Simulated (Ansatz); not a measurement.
Start from La2O3 (space group P-3m1, No. 164; a = 3.906 Å, c = 6.039 Å).

All numbers come from PBEsol, PAW, 420 eV (Ansatz, a quantum-chemistry and plane-wave program; without spin-orbit coupling), earlier PAW set.

Before the change:

- Shortest interatomic distance = 2.349 Å
- Electron mass = 1.3 mₑ (at K)

Perturbation: a hydrostatic pressure of 30 GPa.

Question: What does the calculation give for the shortest interatomic distance after the change?

Answer: The shortest interatomic distance decreases by 0.0714 Å, from 2.349 Å to 2.277 Å.

Question: Estimate the effect on the valley order.

Answer: The valley order (the lowest conduction-band minima on the path, energy above the VBM, named in the base's zone) is K (1/3, 1/3, 0) 3.61 eV; Γ 3.94 eV.

Question: Predict the new electron mass.

Answer: The electron mass changes from 1.3 mₑ (at K) to 1.1 mₑ along c, 1.0 mₑ across (at K).

The levels and masses belong to the bands next to the band gap. Load acts through the strain it causes; cell and atoms are relaxed under it. Effective masses come from finite differences of ±0.01 Å⁻¹. Stability against distortions was not tested. No other phases were tried under pressure.
